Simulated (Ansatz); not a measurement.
**Ansatz (a program for electronic structure) run on Rb₂H₄Pd (P4_2/mnm, 14 atoms in the cell): self-consistent single point**

Method: r2SCAN, default PAW files made with PBE (plane waves; Ansatz).

Input as run:

Ansatz 0.2 input:
```yaml
# Rb2H4Pd
crystal:
  lattice:
    - [5.79495200, 0.00000000, 0.00000000]
    - [0.00000000, 5.79495200, 0.00000000]
    - [0.00000000, 0.00000000, 8.44827800]
  atoms:
    - { symbol: Pd, position: [0.00000000, 0.00000000, 0.00000000] }
    - { symbol: Pd, position: [0.50000000, 0.50000000, 0.50000000] }
    - { symbol: H, position: [0.20230000, 0.20230000, 0.00000000] }
    - { symbol: H, position: [0.29770000, 0.70230000, 0.50000000] }
    - { symbol: H, position: [0.79770000, 0.79770000, 0.00000000] }
    - { symbol: H, position: [0.70230000, 0.29770000, 0.50000000] }
    - { symbol: H, position: [0.00000000, 0.00000000, 0.19710000] }
    - { symbol: H, position: [0.50000000, 0.50000000, 0.69710000] }
    - { symbol: H, position: [0.50000000, 0.50000000, 0.30290000] }
    - { symbol: H, position: [0.00000000, 0.00000000, 0.80290000] }
    - { symbol: Rb, position: [0.00000000, 0.50000000, 0.25000000] }
    - { symbol: Rb, position: [0.00000000, 0.50000000, 0.75000000] }
    - { symbol: Rb, position: [0.50000000, 0.00000000, 0.25000000] }
    - { symbol: Rb, position: [0.50000000, 0.00000000, 0.75000000] }
basis:
  ecutwfc: 500.0 eV
kpoints:
  mp_grid:
    grid: [3, 3, 2]
hamiltonian:
  xc: r2scan
  pseudopotentials:
    kind: paw
scf:
  occupations:
    method: fermi_dirac
    width: 0.1 eV
output:
  forces: true
  eigenvalues: true
  stress: true
```

Output (repeated stretches shortened):

```
WARN ansatz: RAYON_NUM_THREADS=1 ignored (pool sized by the plan → 1); use --threads N
Pseudopotentials: kind: paw
Pseudopotential: Pd, paw, valence charge 18
Pseudopotential: H, paw, valence charge 1
Pseudopotential: Rb, paw, valence charge 9
Crystal: 14 atoms, lattice volume = 283.706 Å³
Basis set: ecut = 500 eV, 7203 PW (Γ), exchange–correlation on 180×180×256 points (64 copies of the dense FFT grid, shifted against one another)
Bands: 54, of which v1, the nominal top of the filled ones, is band 40 counted from 1 (39 counted from 0)
Symmetry: 16 space group operations
Space group: P42/mnm (ITA 136), of the structure as read, at distance tolerance 6.6e-5 Å
k-points: 6 of 18
PAW frozen core: Pd, regenerated for the run's functional
PAW frozen core: Rb, regenerated for the run's functional
Initial density: superposition of atomic densities (neutral atoms: chi_scale 0, normalization atom), corrected by the library's trained network
Initial wavefunctions: pseudopotential atomic-orbital guess
Eigensolver: davidson
Functional: x = r2scan, c = r2scan; τ floored in thin density (d = 2e-4 eV/Å³)
SCF iter   1: F=—  HF=-27215.829923 eV  |F-HF|=—  |Δ(HF+E_count)|=         —  Δρ=4.92e-3  dr2=3.41e-2  dr2_τ=9.76e-2  ethr=1.77e-3  ⟨swp⟩=11.3  Hψ=1788  notcnv=0  defer=6
all-band conjugate gradients solve this SCF's bands
preconditioner: auto → Resta (q_TF=auto, 2.209 Å⁻¹)
SCF iter   2: F=—  HF=-27215.836441 eV  |F-HF|=—  |Δ(HF+E_count)|=   6.52e-3  Δρ=2.94e-3  dr2=9.00e-3  dr2_τ=8.93e-4  ethr=4.26e-5  ⟨swp⟩=2.0  Hψ=620  notcnv=0  defer=28
SCF iter   3: F=—  HF=-27215.836972 eV  |F-HF|=—  |Δ(HF+E_count)|=   5.31e-4  Δρ=1.19e-3  dr2=4.52e-3  dr2_τ=4.82e-4  ethr=1.12e-5  ⟨swp⟩=2.0  Hψ=536  notcnv=0  defer=28
SCF iter   4: F=—  HF=-27215.836495 eV  |F-HF|=—  |Δ(HF+E_count)|=   4.77e-4  Δρ=1.91e-4  dr2=1.28e-4  dr2_τ=1.28e-5  ethr=5.65e-6  ⟨swp⟩=2.0  Hψ=392  notcnv=0  defer=28
SCF iter   5: F=—  HF=-27215.836544 eV  |F-HF|=—  |Δ(HF+E_count)|=   4.89e-5  Δρ=7.97e-5  dr2=1.90e-5  dr2_τ=1.55e-6  ethr=1.60e-7  ⟨swp⟩=3.0  Hψ=534  notcnv=0  defer=28
SCF iter   6: F=—  HF=-27215.836602 eV  |F-HF|=—  |Δ(HF+E_count)|=   5.81e-5  Δρ=1.66e-5  dr2=1.37e-6  dr2_τ=3.82e-8  ethr=2.38e-8  ⟨swp⟩=2.0  Hψ=392  notcnv=0  defer=28
SCF iter   7: F=-27215.836603 eV  HF=-27215.836603 eV  |F-HF|=7.15e-8  |Δ(HF+E_count)|=   1.43e-6  Δρ=3.81e-6  dr2=9.84e-8  dr2_τ=3.26e-9  ethr=1.25e-10  ⟨swp⟩=10.5  Hψ=1680  notcnv=0
SCF 1 converged in 7 iterations: F = -27215.836603 eV  dr2 = 9.84e-8
SCF converged after 7 iterations
Free energy (F): -27215.836603 eV
Harris-Foulkes:  -27215.836603 eV  (|F-HF|=7.15e-8)
Internal energy: -27215.836603 eV  (E = F + TS)
E sigma→0 (E₀):  -27215.836603 eV
Entropy (-TS):   -0.000000 eV (-0.000 meV/atom)
Fermi energy:    4.163002 eV
--- Per-component energies (eV) ---
  E_band       = -1239.071747
  E_kinetic    = 1912.401973
  E_local      = -10021.523466  (includes V_loc(G=0)·N_el)
  E_nonlocal   = 1128.847224
  E_hartree    = 3845.448606
  E_xc         = -894.873432
  E_vxc        = -1176.334347  (∫ρ·V_xc dr)
  E_paw        = -18084.548699  (= ΣΔE_a)
  E_vpaw       = -846.933434  (= ΣTr[D̂ρ^β])
  E_aug_tail   = -0.002992  (compensation charges beyond the density's cutoff)
  E_vtau       = 73.552227  (kinetic-family band-sum trace: ∫τ·v_τ [+ j·A + Jᵃ·Aᵃ] dr)
  E_ewald      = -5100.093934
  E_core_change = -1.491883  (= ΣΔE_core)
  E_smearing   = -0.000000  (= −TS)
  E_closure    = 0.000000  (closes the sum)
  Σ components = -27215.836603   (vs F -27215.836603, Δ=0.00e0)
--- Forces (eV/Å), atoms counted from 1 ---
  atom   1  Pd     0.00000000    -0.00000000     0.00000000
  atom   2  Pd     0.00000000    -0.00000000    -0.00000000
  atom   3  H     -0.10072389    -0.10072389    -0.00000000
  atom   4  H      0.10072389    -0.10072389     0.00000000
  atom   5  H      0.10072389     0.10072389     0.00000000
  atom   6  H     -0.10072389     0.10072389    -0.00000000
  atom   7  H      0.00000000     0.00000000    -0.25396490
  atom   8  H     -0.00000000     0.00000000    -0.25396490
  atom   9  H      0.00000000     0.00000000     0.25396490
  atom  10  H     -0.00000000    -0.00000000     0.25396490
  atom  11  Rb     0.00000000    -0.00000000     0.00000000
  atom  12  Rb    -0.00000000     0.00000000    -0.00000000
  atom  13  Rb     0.00000000     0.00000000    -0.00000000
  atom  14  Rb    -0.00000000    -0.00000000    -0.00000000
  max |Σ_I F_I| component: 1.21e-16 eV/Å
--- Stress (GPa, compression-positive) ---
        0.390849       0.000000       0.000000
        0.000000       0.390849       0.000000
        0.000000       0.000000      -0.354668
  P = ⅓ Tr σ = 0.1423 GPa (1.423 kbar)
  The stress holds the Pulay correction. Without it, at fixed plane waves, as pw.x and ABINIT print it: P = 0.0920 GPa
--- Band table (eV; the first three rows and the last of 6) ---
  k-point 0: bands = ["-82.5609", "-82.5609", "-47.6102", "-47.6102", "-47.6052", "-47.6052", "-47.0838", "-47.0838", "-23.9007", "-23.8849", "-23.8577", "-23.8436", "-7.7300", "-7.6221", "-7.6221", "-7.5726", "-7.5726", "-7.5643", "-7.3771", [...]
  k-point 1: bands = ["-82.5609", "-82.5609", "-47.6102", "-47.6102", "-47.6052", "-47.6052", "-47.0838", "-47.0838", "-23.8928", "-23.8928", "-23.8507", "-23.8507", "-7.6063", "-7.6063", "-7.5887", "-7.5887", "-7.5599", "-7.5599", "-7.4363", [...]
  k-point 2: bands = ["-82.5609", "-82.5609", "-47.6102", "-47.6102", "-47.6052", "-47.6052", "-47.0838", "-47.0838", "-23.8897", "-23.8745", "-23.8682", "-23.8538", "-7.6858", "-7.6015", "-7.5811", "-7.5417", "-7.5212", "-7.5001", "-7.4263", [...]
  k-point 5: bands = ["-82.5609", "-82.5609", "-47.6102", "-47.6102", "-47.6052", "-47.6052", "-47.0838", "-47.0837", "-23.8766", "-23.8765", "-23.8661", "-23.8659", "-7.6950", "-7.6744", "-7.6167", "-7.5970", "-7.5109", "-7.4945", "-7.4828", [...]
```

The run converged in 7 iterations.

The starting cell comes from a database of published, mostly measured structures (it also holds non-ambient and calculated ones), without a prior relaxation at this level. Its lattice was rescaled by a random factor within 2.5 % of one. Ansatz's pressure includes its estimate of the finite-basis (Pulay) stress.
